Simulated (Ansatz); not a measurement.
How the band gap of SiN2 (model structure, Pa-3, No. 205, 12 atoms in the cell) moves with the method

No measured value is used here.

```csv
level (code),value (eV)
LDA (Ansatz),5.15 (indirect)
PBE (Ansatz),5.21 (indirect)
PBEsol (Ansatz),5.11 (indirect)
r²SCAN (Ansatz),5.80 (indirect)
HSE06 (Ansatz),6.76 (indirect)
```

Computed values are for a static lattice.  Values are at the PBEsol cell. Cutoffs and k meshes differ between the levels. Ansatz's density-functional and Hartree–Fock values are scalar-relativistic unless marked +SOC, with PAW data made under PBE.

A model structure was made by putting elements into a prototype or built by hand; it is no filed structure, need not be a known phase, and can be a saddle point held by its symmetry.

Ansatz is a program for electronic structure.
